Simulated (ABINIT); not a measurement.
## Input and output of a self-consistent single point for BiN (P1, 4 atoms in the cell) (ABINIT)

Method: LDA (PW92), PAW (JTH v2.0 LDA PAW) (plane waves; ABINIT).

Input:

```
# BiN, JTH v2.0 LDA PAW
pp_dirpath "./"
pseudos "Bi.LDA_PW-JTH.xml, N.LDA_PW-JTH.xml"
acell 3*1.0 Angstrom
rprim
         3.6137450000    0.0000000000    0.0000000000
         0.3459240000    3.6442880000    0.0000000000
         0.0767980000   -0.0019190000    5.3177620000
natom 4
ntypat 2
znucl 83 7
typat 1 1 2 2
xcart
         2.7342418016    3.2926282713    5.1113796568
         0.5219291544    1.2805223055    2.4447879019
         2.8748268012    3.4595322820    2.9017963682
         0.3426545330    1.0882815803    0.2356300342
      Angstrom
ecut 52 Ry
pawecutdg 104 Ry
pawxcdev 0
ixc 7
occopt 3
tsmear 0.05 eV
nband 27
kptopt 1
ngkpt 5 5 3
nshiftk 1
shiftk 0 0 0
nstep 60
tolvrs 1.0e-11
prtwf 0
prtden 0
enunit 1
```

The program printed (abridged):

```
 Symmetries : space group P1 (#  1); Bravais aP (primitive triclinic)

 -outvars: echo values of preprocessed input variables --------
            acell      1.8897261329E+00  1.8897261329E+00  1.8897261329E+00 Bohr
             ecut      2.60000000E+01 Hartree
           enunit           1
              ixc           7
         kptrlatt        5    0    0      0    5    0      0    0    3
          kptrlen      3.01504871E+01
            natom           4
            nband          27
            ngfft          32      32      48
          ngfftdg          48      48      72
             nkpt          38
            nstep          60
             nsym           1
           ntypat           2
           occopt           3
        pawecutdg      5.20000000E+01 Hartree
         pawxcdev           0
            rprim      3.6137450000E+00  0.0000000000E+00  0.0000000000E+00
                       3.4592400000E-01  3.6442880000E+00  0.0000000000E+00
                       7.6798000000E-02 -1.9190000000E-03  5.3177620000E+00
          spgroup           1
           tolvrs      1.00000000E-11
           tsmear      1.83746627E-03 Hartree
            typat      1  1  2  2
           useylm           1
             xred      6.4966000001E-01  9.0401000001E-01  9.6119000000E-01
                       1.0100000000E-01  3.5162000000E-01  4.5974000000E-01
                       6.9303000001E-01  9.4959000000E-01  5.4568000001E-01
                       6.5289999992E-02  2.9865000000E-01  4.4309999996E-02
            znucl       83.00000    7.00000

== DATASET  1 ==================================================================

 Exchange-correlation functional for the present dataset will be:
  LDA: Perdew-Wang 92 LSD fit to Ceperley-Alder data - ixc=7
 Citation for XC functional:
  J.P.Perdew and Y.Wang, PRB 45, 13244 (1992)

 Real(R)+Recip(G) space primitive vectors, cartesian coordinates (Bohr,Bohr^-1):
 R(1)=  6.8289884  0.0000000  0.0000000  G(1)=  0.1464346 -0.0138999 -0.0021198
 R(2)=  0.6537016  6.8867063  0.0000000  G(2)=  0.0000000  0.1452073  0.0000524
 R(3)=  0.1451272 -0.0036264 10.0491138  G(3)=  0.0000000  0.0000000  0.0995113
 Unit cell volume ucvol=  4.7260216E+02 bohr^3
 Angles (23,13,12)=  8.99423973E+01  8.91726040E+01  8.45776027E+01 degrees

 Coarse grid specifications (used for wave-functions):

 getcut: wavevector=  0.0000  0.0000  0.0000  ngfft=  32  32  48
         ecut(hartree)=     26.000   => boxcut(ratio)=   2.01628

 Fine grid specifications (used for densities):

 getcut: wavevector=  0.0000  0.0000  0.0000  ngfft=  48  48  72
         ecut(hartree)=     52.000   => boxcut(ratio)=   2.13765

   2.34965343E+03                                ecore*ucvol(ha*bohr**3)

_setup2: Arith. and geom. avg. npw (full set) are    2992.520    2992.510

--- !BeginCycle
solver: {iscf: 17, nstep: 60, nline: 4, wfoptalg: 10, }
tolerances: {tolvrs: 1.00E-11, }
...

     iter   Etot(hartree)      deltaE(h)  residm     nres2
 ETOT  1  -154.23017718884    -1.542E+02 5.001E+01 1.554E+02
 ETOT  2  -166.25552202790    -1.203E+01 7.960E-01 6.934E+02
 ETOT  3  -165.07672115667     1.179E+00 4.143E-01 2.674E+02
 ETOT  4  -164.65766392312     4.191E-01 2.670E-01 6.599E+00
 ETOT  5  -164.86410886303    -2.064E-01 2.303E-02 6.303E+01
 ETOT  6  -164.84539336148     1.872E-02 7.619E-03 5.579E+01
   [... 19 lines left out ...]
 ETOT 26  -164.71258600186     5.400E-13 4.676E-06 1.810E-11
 ETOT 27  -164.71258600186    -5.770E-12 1.829E-05 3.290E-11
 ETOT 28  -164.71258600186    -8.527E-14 2.671E-06 2.217E-11
 ETOT 29  -164.71258600186     5.684E-14 1.071E-05 1.520E-11
 ETOT 30  -164.71258600186     9.379E-13 1.525E-06 6.182E-13

 At SCF step   30       nres2   =  6.18E-13 < tolvrs=  1.00E-11 =>converged.

 Cartesian components of stress tensor (hartree/bohr^3)
  sigma(1 1)= -1.31979452E-05  sigma(3 2)=  1.78844985E-06
  sigma(2 2)= -4.15329441E-06  sigma(3 1)=  1.33712274E-05
  sigma(3 3)=  2.43216462E-05  sigma(2 1)=  8.35375600E-06

 ----iterations are completed or convergence reached----

 reduced coordinates (array xred) for    4 atoms
       0.649660000010      0.904010000008      0.961190000004
       0.101000000000      0.351620000000      0.459740000004
       0.693030000014      0.949590000000      0.545680000008
       0.065289999992      0.298649999997      0.044309999996
 cartesian forces (eV/Angstrom) at end:
    1     -0.15999793599058    -0.17032777704610     0.11384508177149
    2      0.20199358942218     0.12733350780611     0.09409846420176
    3     -0.13691581882523    -0.03260933626054    -0.10418831360030
    4      0.09492016539363     0.07560360550053    -0.10375523237295
 frms,max,avg= 1.2569697E-01 2.0199359E-01  -2.807E-03 -1.650E-04 -9.896E-04 e/A
 length scales=  1.889726132886  1.889726132886  1.889726132886 bohr
              =  1.000000000000  1.000000000000  1.000000000000 angstroms
 Fermi (or HOMO) energy (eV) =   8.79291   Average Vxc (eV)= -10.53295
 Eigenvalues (   eV  ) for nkpt=  38  k points:
 kpt#   1, nband= 27, wtk=  0.01333, kpt=  0.0000  0.0000  0.0000 (reduced coord)
 -14.52268  -14.43066  -14.39345  -14.38483  -14.35591  -14.35084  -14.32325  -14.27341
 -14.25017  -14.23652   -8.24224   -5.05332   -1.80197    1.51250    3.29886    4.53796
   4.79405    6.19845    6.31608    6.55148   11.88055   12.31774   12.78509   13.88239
  14.29485   14.68830   15.67527
 prteigrs : prtvol=0 or 1, do not print more k-points.

--- !EnergyTerms
comment             : Components of total free energy in Hartree
kinetic             :  2.10052672130620E+01
hartree             :  3.71572794346269E+01
xc                  : -1.03945114815112E+01
Ewald energy        : -1.31069869353212E+02
psp_core            :  4.97173658683294E+00
local_psp           : -1.29042011587411E+02
spherical_terms     :  4.26595229439243E+01
internal            : -1.64712586243688E+02
'-kT*entropy'       : -3.59633245547531E-08
total_energy        : -1.64712586279651E+02
total_energy_eV     : -4.48205741182896E+03
...

-Cartesian components of stress tensor (GPa)         [Pressure= -6.8359E-02 GPa]
- sigma(1 1)= -3.88296889E-01  sigma(3 2)=  5.26180024E-02
- sigma(2 2)= -1.22194120E-01  sigma(3 1)=  3.93395027E-01
- sigma(3 3)=  7.15567415E-01  sigma(2 1)=  2.45775946E-01

 Calculation completed.
```

The run converged in 30 iterations.

The starting cell comes from a database of computed structures (which also holds hypothetical and non-ambient phases and stackings), without a prior relaxation at this level. Its lattice was rescaled by a random factor within 2.5 % of one.

Cost on one core of a shared machine: roughly 3 min.
